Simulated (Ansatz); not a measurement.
## Cu₃Au in the Cu3Au type structure (space group Pm-3m, No. 221)

Cu₃Au has the cubic space group Pm-3m (No. 221), the Cu3Au type structure, Pearson symbol cP4. Conventional cell: a = 3.7805 Å, b = 3.7805 Å, c = 3.7805 Å, α = 90.00°, β = 90.00°, γ = 90.00°. Cu on 3c is surrounded by 8 Cu at 2.673 Å and 4 Au at 2.673 Å (cuboctahedral). Au on 1a has 12 Cu at 2.673 Å (cuboctahedral). (Neighbours: up to the widest gap in distance over summed covalent radii, below 1.35, at either atom.)

Computed with PBE in Ansatz (plane waves to 420 eV, PAW, no spin-orbit coupling). k-mesh 12×12×12 (Γ-centred); smearing 0.05 eV (Fermi–Dirac).

The volume per atom is 13.51 Å³, the density is 11.91 g/cm³ and the band gap is zero. The total energy comes out as -8256.253 eV/atom (σ→0; compares only within this code and set-up).

No phonon test of stability was made. The final runs are not spin-polarised.

Ansatz is a quantum-chemistry and plane-wave program.
